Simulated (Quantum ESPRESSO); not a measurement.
Troubleshooting Quantum ESPRESSO: a failed run on TaF5 (Immm, 6 atoms in the cell). The aim is a self-consistent single point with DFT, PBEsol, plane waves, GBRV 1.5 ultrasoft (PBESOL) pseudopotentials.

Input as run:

```fortran
&control
    calculation = 'scf',
    prefix = 'TaF5',
    outdir = './work',
    pseudo_dir = './',
    tprnfor = .true.,
    tstress = .true.,
/
&system
    ibrav = 0,
    celldm(1) = 10.4132488017,
    nat = 6,
    ntyp = 2,
    ecutwfc = 40,
    ecutrho = 320,
    occupations = 'fixed',
    nbnd = 23,
/
&electrons
    conv_thr = 1.0d-10,
/
ATOMIC_SPECIES
Ta   180.9479  ta_pbesol_v1.uspp.F.UPF
F     18.9984  f_pbesol_v1.4.uspp.F.UPF
ATOMIC_POSITIONS bohr
Ta    0.0000000000    0.0000000000    0.0000000000
F     0.0000000000    2.2408947437    8.8624564765
F     3.5173755817    1.9448769682    0.0000000000
F     0.0000000000    0.0000000000    3.5393106185
F     0.0000000000    0.0000000000   14.1856023346
F     0.0000000000    4.1857717119    0.0000000000
K_POINTS automatic
6 6 6  0 0 0
CELL_PARAMETERS alat
  -0.3377788862     0.4019659754     0.8510750723
   0.3377788862    -0.4019659754     0.8510750723
   0.3377788862     0.4019659754    -0.8510750723
```

Output (repeated stretches shortened):

```
 %%%%%%%%%%%%%%%%%%%%%%%%%%%%%%%%%%%%%%%%%%%%%%%%%%%%%%%%%%%%%%%%%%%%%%%%%%%%%%
     Error in routine setup (1):
     too few bands
 %%%%%%%%%%%%%%%%%%%%%%%%%%%%%%%%%%%%%%%%%%%%%%%%%%%%%%%%%%%%%%%%%%%%%%%%%%%%%%

     stopping ...
```

**Question.** Read the log: what does the program object to, and what is the fix?

**Answer.** The fault is too few bands; here the program stops on it instead of giving results. To fix it, raise the band count or leave it to the default. The program stopped before any SCF iteration.

The sound input it was made from differs as follows (other fixes are possible):
```diff
-    nbnd = 23,
+    nbnd = 26,
```

With that input, the run converged in 13 iterations: free energy E − TS -5235.3826 eV; top of the valence band (on the code's own zero) 3.40 eV; gap on the k-point mesh 3.39 eV; pressure -5.24 GPa; largest force (vector length) 0.502 eV/Å (DFT, PBEsol, plane waves, GBRV 1.5 ultrasoft (PBESOL) pseudopotentials).

On the sound input: the starting cell comes from a database of computed structures (which also holds hypothetical and non-ambient phases and stackings), without a prior relaxation at this level. Spin-orbit coupling is off. With a pressure of about -5 GPa the cell is away from its equilibrium volume at this level.
